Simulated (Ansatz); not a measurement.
System: O vacancy in monoclinic HfO2 strained by -1.5 % along x and y, z held (charge state +2). Method: PBE, PAW (plane waves to 420 eV; Ansatz, a program for electronic structure).

Settings: 96 host sites, the strained lattice (strain from the relaxed PBE one, atoms relaxed), the Γ point alone, smearing 0.01 eV, spin-restricted, no image-charge correction. Energies are static. Spin-orbit coupling is left out. The charge state is imposed; whether it is stable for some Fermi level was not computed. Forms of the defect that were not tried may lie lower.

Barriers: single points on a 2×2×2 k-point mesh shifted by half a step at the bands' geometries.

The step: one O atom jumps into the vacancy from a nearby O site. Atoms about the jump, Cartesian Å from the middle of the jump, before and after:

| atom | x0 | y0 | z0 | x1 | y1 | z1 |
|---|---|---|---|---|---|---|
| O1 | -0.46 | -0.79 | 0.65 | 0.46 | 0.79 | -0.65 |
| Hf2 | -1.43 | -0.30 | -1.15 | -1.25 | -0.12 | -1.24 |
| Hf3 | 1.25 | 0.12 | 1.24 | 1.43 | 0.30 | 1.15 |
| O4 | 0.04 | 1.66 | 1.79 | 0.01 | 1.54 | 1.88 |
| O5 | -0.01 | -1.54 | -1.88 | -0.04 | -1.66 | -1.79 |
| O6 | 2.24 | -1.31 | -0.10 | 2.27 | -1.30 | -0.09 |
| O7 | -2.27 | 1.30 | 0.09 | -2.24 | 1.31 | 0.10 |
| O8 | 2.44 | 1.30 | 0.00 | 2.86 | 1.35 | 0.13 |
| O9 | -2.86 | -1.35 | -0.13 | -2.44 | -1.30 | 0.00 |
| O10 | 1.87 | -1.27 | 2.58 | 1.86 | -1.20 | 2.51 |
| O11 | -1.86 | 1.20 | -2.51 | -1.87 | 1.27 | -2.58 |
| Hf12 | 1.77 | 2.50 | -1.63 | 1.65 | 2.33 | -1.53 |
| Hf13 | -1.65 | -2.33 | 1.53 | -1.77 | -2.50 | 1.63 |
| Hf14 | 1.65 | -2.77 | -1.54 | 1.66 | -2.78 | -1.54 |
| Hf15 | -1.66 | 2.78 | 1.54 | -1.65 | 2.77 | 1.54 |

**Question.** Give the saddle-point geometry and the barrier.

**Answer.** 
```csv
atom,x,y,z
O1,0.00,0.00,0.00
Hf2,-1.42,-0.23,-1.24
Hf3,1.42,0.23,1.24
O4,0.09,1.69,1.89
O5,-0.09,-1.68,-1.89
O6,2.32,-1.33,-0.10
O7,-2.32,1.34,0.09
O8,2.66,1.35,0.05
O9,-2.66,-1.35,-0.06
O10,1.90,-1.23,2.56
O11,-1.90,1.24,-2.56
Hf12,1.76,2.46,-1.60
Hf13,-1.76,-2.46,1.59
Hf14,1.63,-2.76,-1.55
Hf15,-1.63,2.77,1.54
```
It lies 1.04 eV above the start and 1.04 eV above the end. The saddle point's order was not checked, and it lies on a symmetry element of the cell, where a band can be held.
